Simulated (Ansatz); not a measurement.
Abridged Ansatz (a program for electronic structure) output:

```
Pseudopotential: Tl, paw, valence charge 13
Crystal: 2 atoms, lattice volume = 81.013 Å³
Basis set: ecut = 420 eV, 1591 PW (Γ), exchange–correlation on 72×72×72 points (8 copies of the dense FFT grid, shifted against one another)
Bands: 17, of which v1, the nominal top of the filled ones, is band 13 counted from 1 (12 counted from 0)
Symmetry: 48 space group operations
k-points: 72 of 1728
Functional: x = pbesol(κ = 0.804, μ = 0.12345679012345678), c = pbesol(β = 0.046)
SCF iter   1: F=—  HF=-22590.473585 eV  |F-HF|=—  |Δ(HF+E_count)|=         —  Δρ=2.76e-3  dr2=8.74e-3  ethr=1.77e-3  ⟨swp⟩=5.9  Hψ=6443  notcnv=0
SCF iter   2: F=—  HF=-22590.472168 eV  |F-HF|=—  |Δ(HF+E_count)|=   1.42e-3  Δρ=2.11e-3  dr2=3.02e-3  ethr=3.36e-5  ⟨swp⟩=2.0  Hψ=3017  notcnv=0  defer=7
SCF 1 converged in 7 iterations: F = -22590.471043 eV  dr2 = 1.61e-11
SCF converged after 7 iterations
Free energy (F): -22590.471043 eV
Internal energy: -22590.459011 eV  (E = F + TS)
E sigma→0 (E₀):  -22590.465027 eV
Entropy (-TS):   -0.012031 eV (-6.016 meV/atom)
Fermi energy:    5.913837 eV
--- Forces (eV/Å), atoms counted from 1 ---
  atom   1  Tl    -0.00000000     0.00000000     0.00000000
  atom   2  Tl    -0.00000000     0.00000000    -0.00000000
--- Stress (GPa, compression-positive) ---
        0.000204       0.000000       0.000000
       -0.000000       0.000204       0.000000
        0.000000       0.000000       0.000204
  P = ⅓ Tr σ = 0.0002 GPa (0.002 kbar)
```

Q: What was computed, and what are the main results?

A: Tl, 2 atoms in the cell, with PBEsol/PAW in Ansatz, without spin-orbit coupling. The last SCF converged to F = -22590.471043 eV, or -11295.2355 eV per atom, at a pressure of 0.00 GPa. The total energy compares only with runs of the same code, potentials and settings.

Stability against distortions was not tested. The cell is Tl in the diamond structure (space group Fd-3m, No. 227; a hypothetical phase, not in the database extracts checked).
